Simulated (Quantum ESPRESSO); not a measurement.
Worked example: self-consistent single point of ZnNi4O5 (C2/m, 10 atoms in the cell) in Quantum ESPRESSO.

Method: LDA (PZ)+U, PSlibrary PAW (LDA) pseudopotentials (plane waves; Quantum ESPRESSO 7.5).

```yaml
crystal:
  lattice:
    - [4.98062, -1.50178, 0.00000]
    - [4.98062, 1.50178, 0.00000]
    - [-3.62322, 0.00000, 6.40237]
  atoms:
    - { symbol: Zn, position: [0.00000, 0.00000, 0.00000] }
    - { symbol: Ni, position: [0.59999, 0.59999, 0.40069], spin: 2.0 }
    - { symbol: Ni, position: [0.40001, 0.40001, 0.59931], spin: 2.0 }
    - { symbol: Ni, position: [0.19978, 0.19978, 0.79900], spin: 2.0 }
    - { symbol: Ni, position: [0.80022, 0.80022, 0.20100], spin: 2.0 }
    - { symbol: O, position: [0.00000, 0.00000, 0.50000] }
    - { symbol: O, position: [0.60195, 0.60195, 0.89802] }
    - { symbol: O, position: [0.39805, 0.39805, 0.10198] }
    - { symbol: O, position: [0.20149, 0.20149, 0.30283] }
    - { symbol: O, position: [0.79851, 0.79851, 0.69717] }
```
(The spins are starting values, not results.)

Reference input (self-consistent single point, DFT, LDA (PZ)+U, plane waves, PSlibrary PAW (LDA) pseudopotentials): ecutwfc = 55 Ry; ecutrho = 385 Ry; occupations = smearing; smearing = cold; degauss = 0.0036749 Ry; nspin = 2; K_POINTS = automatic 6 6 3 0 0 0; HUBBARD = atomic; U Ni-3d 6.2 eV; conv_thr = 1e-11 Ry; mixing_beta = 0.4. This run's input differs from it in these lines:

```diff
@@ -12,4 +12,4 @@
  ntyp = 3
- ecutwfc = 55
- ecutrho = 385
+ ecutwfc = 38
+ ecutrho = 266
  occupations = 'smearing'
```

Log, with long lists cut:

```
     Self-consistent Calculation

     iteration #  1     ecut=    38.00 Ry     beta= 0.40

     =================== HUBBARD OCCUPATIONS ===================
     ------------------------ ATOM    2 ------------------------
     Tr[ns(  2)] (up, down, total) =   4.99960  3.55555  8.55515
     Atomic magnetic moment for atom   2 =   1.44405
     SPIN  1
     eigenvalues:
       1.000  1.000  1.000  1.000  1.000
     SPIN  2
     eigenvalues:
       0.376  0.392  0.889  0.945  0.954
   [... 3 blocks of this kind left out ...]

     Number of occupied Hubbard levels =   34.3350

     total energy              =   -1163.98094412 Ry
   [... lines left out ...]

     Magnetic moment per site  (integrated on atomic sphere of radius R)
     atom   1 (R=0.170)  charge=  9.7598  magn=  0.0214
     atom   2 (R=0.167)  charge=  7.6809  magn=  1.6707
     atom   3 (R=0.167)  charge=  7.6809  magn=  1.6707
     atom   4 (R=0.167)  charge=  7.6845  magn=  1.6631
     atom   5 (R=0.167)  charge=  7.6845  magn=  1.6631
     atom   6 (R=0.167)  charge=  5.6836  magn=  0.2394
     atom   7 (R=0.167)  charge=  5.6755  magn=  0.1744
     atom   8 (R=0.167)  charge=  5.6755  magn=  0.1744
     atom   9 (R=0.167)  charge=  5.6794  magn=  0.2060
     atom  10 (R=0.167)  charge=  5.6794  magn=  0.2060
     End of self-consistent calculation

     =================== HUBBARD OCCUPATIONS ===================
     ------------------------ ATOM    2 ------------------------
     Tr[ns(  2)] (up, down, total) =   4.99732  3.42594  8.42326
     Atomic magnetic moment for atom   2 =   1.57137
     SPIN  1
     eigenvalues:
       0.999  0.999  0.999  0.999  1.000
     SPIN  2
     eigenvalues:
       0.209  0.225  0.997  0.997  0.997

     Number of occupied Hubbard levels =   33.7073

     the Fermi energy is    11.0452 ev

!    total energy              =   -1164.49390242 Ry
     estimated scf accuracy    <          7.8E-12 Ry
     smearing contrib. (-TS)   =      -0.00000000 Ry
     internal energy E=F+TS    =   -1164.49390242 Ry

     Hubbard energy            =       0.32198845 Ry

   [... lines left out ...]
     total magnetization       =     8.00 Bohr mag/cell
     absolute magnetization    =     8.02 Bohr mag/cell
   [... lines left out ...]

     Total force =     0.008731     Total SCF correction =     0.000003

          total   stress  (Ry/bohr**3)                   (kbar)     P=     -177.26
  -0.00120803   0.00000000  -0.00000120         -177.71        0.00       -0.18
   0.00000000  -0.00120039   0.00000000            0.00     -176.58        0.00
  -0.00000120   0.00000000  -0.00120645           -0.18        0.00     -177.48

   JOB DONE.
```

The run converged in 26 iterations. Against the reference run the free energy goes up by 56.7 meV/atom, the pressure goes from -11.75 to -17.73 GPa, the largest force goes from 0.104 to 0.121 eV/Å, the gap on the mesh goes from 1.453 to 1.469 eV and the size of the net moment stays at 0.80 μB/atom.

The starting cell comes from a database of computed structures (which also holds hypothetical and non-ambient phases and stackings), without a prior relaxation at this level. The magnetic order is the one reached from the typed start; others were not searched systematically. With U or open f shells several self-consistent states can exist. At the lowered cutoff the pressure carries the error of an incomplete plane-wave basis.

Cost on one core of a shared machine: roughly 10 min.
